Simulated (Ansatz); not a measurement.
# TiC (model structure, started from the FeSi type, Fm-3m, No. 225, 8 atoms in the cell)

Computed with PBEsol in Ansatz (plane waves, PAW).

Numerical settings: plane-wave cutoff 500 eV, 10×10×10 k mesh, Fermi–Dirac smearing 0.05 eV, no spin polarisation, scalar-relativistic PAW data made under PBE.

Cell (relaxed at this level):

```yaml
crystal:
  lattice:
    - [4.29316, 0.00000, 0.00000]
    - [0.00000, 4.29316, 0.00000]
    - [0.00000, 0.00000, 4.29316]
  atoms:
    - { symbol: Ti, position: [0.25000, 0.25000, 0.25000] }
    - { symbol: Ti, position: [0.75000, 0.25000, 0.75000] }
    - { symbol: Ti, position: [0.75000, 0.75000, 0.25000] }
    - { symbol: Ti, position: [0.25000, 0.75000, 0.75000] }
    - { symbol: C, position: [0.75000, 0.75000, 0.75000] }
    - { symbol: C, position: [0.25000, 0.75000, 0.25000] }
    - { symbol: C, position: [0.25000, 0.25000, 0.75000] }
    - { symbol: C, position: [0.75000, 0.25000, 0.25000] }
```

For TiC (model structure, started from the FeSi type, Fm-3m, No. 225, 8 atoms in the cell), the band gap is zero (no gap).

Computed values are for the static lattice.

A model structure was made by putting elements into a prototype or built by hand; here it ended with the formula and space group of a phase in our tables.

Ansatz is a quantum-chemistry and plane-wave program.
